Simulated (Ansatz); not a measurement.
Defect migration in hcp Ru: Ti-vacancy pair (Ti on one host Ru site, one Ru site vacant), neutral cell. Level of theory: PBE, PAW (plane waves to 420 eV; Ansatz, an electronic-structure program).

36-site cell at the relaxed PBE lattice, a 2×2×2 k-point mesh shifted by half a step along c, smearing 0.10 eV, spin-restricted, no finite-size correction. Energies are static. Forms of the defect that were not tried may lie lower.

Barriers: single points on a 4×4×4 k-point mesh shifted by half a step along c at the bands' geometries (they differ from the bands' own by up to 0.14 eV, and are uncertain by about as much).

Relaxed starting cell (atoms counted from 1):

```yaml
crystal:
  lattice:
    - [8.16420, 0.00000, 0.00000]
    - [-4.08210, 7.07041, 0.00000]
    - [0.00000, 0.00000, 8.58609]
  atoms:
    - { symbol: Ti, position: [0.10471, 0.21953, 0.13988] }
    - { symbol: Ru, position: [0.10906, 0.22169, 0.62798] }
    - { symbol: Ru, position: [0.10886, 0.55585, 0.12648] }
    - { symbol: Ru, position: [0.10898, 0.55491, 0.62723] }
    - { symbol: Ru, position: [0.10886, 0.88729, 0.12647] }
    - { symbol: Ru, position: [0.10897, 0.88834, 0.62722] }
    - { symbol: Ru, position: [0.44546, 0.22440, 0.12660] }
    - { symbol: Ru, position: [0.44752, 0.22580, 0.62910] }
    - { symbol: Ru, position: [0.44548, 0.55537, 0.12660] }
    - { symbol: Ru, position: [0.44751, 0.55602, 0.62912] }
    - { symbol: Ru, position: [0.44493, 0.88963, 0.12566] }
    - { symbol: Ru, position: [0.44516, 0.88974, 0.62818] }
    - { symbol: Ru, position: [0.77695, 0.22125, 0.12692] }
    - { symbol: Ru, position: [0.77908, 0.22095, 0.62464] }
    - { symbol: Ru, position: [0.77610, 0.55520, 0.12705] }
    - { symbol: Ru, position: [0.77752, 0.55592, 0.62818] }
    - { symbol: Ru, position: [0.77698, 0.89007, 0.12695] }
    - { symbol: Ru, position: [0.77907, 0.89243, 0.62468] }
    - { symbol: Ru, position: [0.22702, 0.11145, 0.38157] }
    - { symbol: Ru, position: [0.22093, 0.11256, 0.87585] }
    - { symbol: Ru, position: [0.22705, 0.44990, 0.38157] }
    - { symbol: Ru, position: [0.22093, 0.44269, 0.87587] }
    - { symbol: Ru, position: [0.22294, 0.77860, 0.37693] }
    - { symbol: Ru, position: [0.22198, 0.77814, 0.87694] }
    - { symbol: Ru, position: [0.55349, 0.11017, 0.37721] }
    - { symbol: Ru, position: [0.55623, 0.11090, 0.87670] }
    - { symbol: Ru, position: [0.55434, 0.44431, 0.37727] }
    - { symbol: Ru, position: [0.55484, 0.44457, 0.87768] }
    - { symbol: Ru, position: [0.55351, 0.77765, 0.37719] }
    - { symbol: Ru, position: [0.55626, 0.77966, 0.87669] }
    - { symbol: Ru, position: [0.88866, 0.11150, 0.87285] }
    - { symbol: Ru, position: [0.88970, 0.44638, 0.37733] }
    - { symbol: Ru, position: [0.88912, 0.44319, 0.87861] }
    - { symbol: Ru, position: [0.88968, 0.77766, 0.37731] }
    - { symbol: Ru, position: [0.88912, 0.78027, 0.87859] }
```

End state 1 differs by these moves (Å; atoms that move under 0.08 Å are left out):

| atom | element | Δx | Δy | Δz |
|---|---|---|---|---|
| 1 | Ti | -1.29 | -0.74 | 1.93 |

Task: Predict the forward and backward barriers to end state 1 from PBE, PAW.

Result: forward 0.71 eV, backward 0.71 eV; at the saddle point atom 1 has neighbours 4 Ru at 2.46, 4 Ru at 3.03 Å. The program found a first-order saddle point.
